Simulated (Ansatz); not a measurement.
Start from Ge in the diamond structure (space group Fd-3m, No. 227).

```
Ge
1.0
    0.00000     2.81109     2.81109
    2.81109     0.00000     2.81109
    2.81109     2.81109     0.00000
Ge
2
Direct
  0.00000   0.00000   0.00000
  0.25000   0.25000   0.25000
```

Cartesian axes are those of the cell as printed.

Computed with LDA, PAW, 420 eV (Ansatz, a first-principles code; no spin-orbit coupling).

One thing is altered: the cell is scaled by 1.0200 in all directions, atoms relaxed at fixed cell.

Problem. Predict the stress tensor and what it implies for the stiffness.

Solution. Stress of the strained cell less that of the base (GPa, compression positive):
```
   -3.7     0.0     0.0
    0.0    -3.7     0.0
    0.0     0.0    -3.7
```

Then B = −ΔP/(ΔV/V₀) with ΔV/V₀ = 0.0612 gives secant stiffness values (nonlinear terms included at this strain): B ≈ 60 GPa.

As a check, the harmonic strain energy −½ V₀ Δσ:ε is 15 meV/atom; the computed energy rise is 17 meV/atom.

Stability against distortions was not tested.
